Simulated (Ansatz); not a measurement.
The reference is MoTe2 (space group P6_3/mmc, No. 194; layered, stacked along the Cartesian z axis).

```yaml
crystal:
  lattice:
    - [3.43402, 0.00000, 0.00000]
    - [-1.71701, 2.97395, 0.00000]
    - [0.00000, 0.00000, 13.32941]
  atoms:
    - { symbol: Te, position: [0.66667, 0.33333, 0.38621] }
    - { symbol: Te, position: [0.33333, 0.66667, 0.88621] }
    - { symbol: Te, position: [0.33333, 0.66667, 0.61379] }
    - { symbol: Te, position: [0.66667, 0.33333, 0.11379] }
    - { symbol: Mo, position: [0.66667, 0.33333, 0.75000] }
    - { symbol: Mo, position: [0.33333, 0.66667, 0.25000] }
```

The values are results of PBEsol-D3(BJ) (Ansatz, an electronic-structure program; PAW; 420 eV plane waves; no spin-orbit coupling), not measurements.

Before the change:

- Pressure: 0.00 GPa

Perturbation: an isotropic linear strain of −1.80 %, atoms relaxed at fixed cell.

Predict the new energy relative to the base.

The energy increases by 15 meV/atom.

Estimate the effect on the largest internal atomic displacement.

The largest internal atomic displacement is 0.045 Å.

What does the calculation give for the pressure after the change?

The pressure (mean of the normal stresses, compression positive) goes from zero to 4.16 GPa.

Stability against distortions was not tested.
